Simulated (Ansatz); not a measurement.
KTaO3, response to strain

Base system: KTaO3 in the cubic perovskite structure (space group Pm-3m, No. 221; a = 3.985 Å). Axes: x, y, z lie along the cube axes.

Strains are applied to the cell and any free atomic positions relax.

Calculations: PBEsol (Ansatz, a first-principles code, PAW, no SOC).

Notes on the quantities. energy relative to the base: free energy F.

| uniaxial strain ε_zz (%) | energy relative to the base (meV/atom) |
|---|---|
| -3 | 18.0 |
| -2.4 | 11.3 |
| -1.8 | 6.2 |
| -1.2 | ? |
| -0.6 | 0.7 |
| 0 | 0.0 |

**Question.** Fit ΔE = Aε² + Bε³ (ε in %) to the rows shown and predict the withheld row.

**Answer.** Least squares on the printed values gives A = 1.80 and B = -0.067 meV/atom (largest residual 0.0 meV/atom); this predicts 2.7 meV/atom, and the run gives 2.7 meV/atom, in agreement.

Stability against distortions was not tested.
